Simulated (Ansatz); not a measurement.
A relaxation of cell and atoms of MgS (Fm-3m, 2 atoms in the cell) with Ansatz (a program for electronic structure).

Method of the run: LDA (PW92), default PAW files made with PBE (plane waves; Ansatz).

The change in words: atoms on their sites; basis.ecutwfc: 30.9 Ry → 61.7 Ry; relax: default → cell and atoms. Reference geometry:
```yaml
crystal:
  lattice:
    - [0.00000, 2.60780, 2.60780]
    - [2.60780, 0.00000, 2.60780]
    - [2.60780, 2.60780, 0.00000]
  atoms:
    - { symbol: Mg, position: [0.00959, 0.00959, 0.99041] }
    - { symbol: S, position: [0.50000, 0.50000, 0.50000] }
```

Reference input (self-consistent single point, DFT, LDA (PW92), plane waves, default PAW files made with PBE): basis.ecutwfc = 30.9 Ry; kpoints.mp_grid.grid = 8 8 8; hamiltonian.xc = lda; hamiltonian.pseudopotentials = {kind: paw} (the program's default PAW files); scf.occupations.method = fermi_dirac; scf.occupations.width = 0.0037 Ry. This run's input differs from it in these lines:

Ansatz 0.2 input:
```diff
@@ -6,6 +6,6 @@
   atoms:
-    - { symbol: Mg, position_ang: [-0.000000, -0.000000, 0.050002] }
+    - { symbol: Mg, position_ang: [0.000000, 0.000000, 0.000000] }
     - { symbol: S, position_ang: [2.607800, 2.607800, 2.607800] }
 basis:
-  ecutwfc: 30.9 Ry
+  ecutwfc: 61.7 Ry
 kpoints:
@@ -21,2 +21,4 @@
     width: 0.0037 Ry
+relax:
+  cell: {}
 output:
```

The program printed (abridged):

```
   [... SCF lines of the steps left out ...]
relax step   1: F+E_penalty+E_count = -2774.15832559 eV  Δ(F+E_penalty+E_count) = +0.000e0 eV  max|allowed force component| = 3.501e-30 eV/Å  Δτ_max = 0.0000 Å  P = -3.767 GPa  Ω = 35.469 Å³  (6 SCF iters, dr2 threshold 1.00e-7 eV, accepted)
relax step   2: F+E_penalty+E_count = -2774.17916173 eV  Δ(F+E_penalty+E_count) = -2.084e-2 eV  max|allowed force component| = 2.005e-30 eV/Å  Δτ_max = 0.0000 Å  P = -0.590 GPa  Ω = 33.978 Å³  energy of the carried Pulay correction = +9.246e-6 eV  [...]
relax step   3: F+E_penalty+E_count = -2774.17961233 eV  Δ(F+E_penalty+E_count) = -4.506e-4 eV  max|allowed force component| = 9.959e-30 eV/Å  Δτ_max = 0.0000 Å  P = +0.049 GPa  Ω = 33.715 Å³  energy of the carried Pulay correction = +1.092e-5 eV  [...]
relax step   4: F+E_penalty+E_count = -2774.17960150 eV  Δ(F+E_penalty+E_count) = +1.084e-5 eV  max|allowed force component| = 7.100e-30 eV/Å  Δτ_max = 0.0000 Å  P = +0.049 GPa  Ω = 33.715 Å³  stress off target by 4.87e-2 GPa  SCF on the basis [...]
basis re-selected at this cell: Δ(F+E_penalty+E_count) = +1.084e-5 eV, ΔP = -0.000 GPa vs the last step
the relaxation is at rest under the 48 symmetry operations that the run kept from its start: a minimum is not shown …
Stability not checked: this state was not tested for a lower state beside it, because too few of the mixer's solves of this state at the end of the SCF gave a …
Free energy (F): -2774.179601 eV
Internal energy: -2774.179601 eV  (E = F + TS)
   [... lines left out ...]
Fermi energy:    8.045814 eV
   [... lines left out ...]
  cell:  # Å, volume = 33.7148 Å³
    - [-2.5476860164477946e-34, 2.564071819590587, 2.564071819590587]
    - [2.564071819590587, -1.026787097994385e-34, 2.564071819590587]
    - [2.564071819590587, 2.564071819590587, -1.026787097994385e-34]
  atoms:
    - { symbol: Mg, position: [3.558006266773465e-36, -2.4040582883618295e-36, -3.942655592915545e-36] }
    - { symbol: S, position: [0.49999999999999994, 0.49999999999999994, 0.49999999999999994] }
```

The run converged. 

Summary of the result:
```
Property                                                                           Result
------------------------------------------------  ---------------------------------------
Free energy E − TS (on the zero of these files)                             -2774.1796 eV
Top of the valence band (on the code's own zero)                                  6.70 eV
Gap on the k-point mesh                                                           2.65 eV
Pressure                                                                         0.05 GPa
Final cell                                        a = b = c = 3.626 Å, α = β = γ = 60.00°
Final volume per atom                                                            16.86 Å³
Relaxation steps                                                                        4
```

The starting cell has typed, rounded lattice constants, without a prior relaxation at this level. Its lattice was rescaled by up to half a per cent. The relaxation keeps the symmetry of its start, so its end need not be a minimum. Ansatz's pressure includes its estimate of the finite-basis (Pulay) stress.
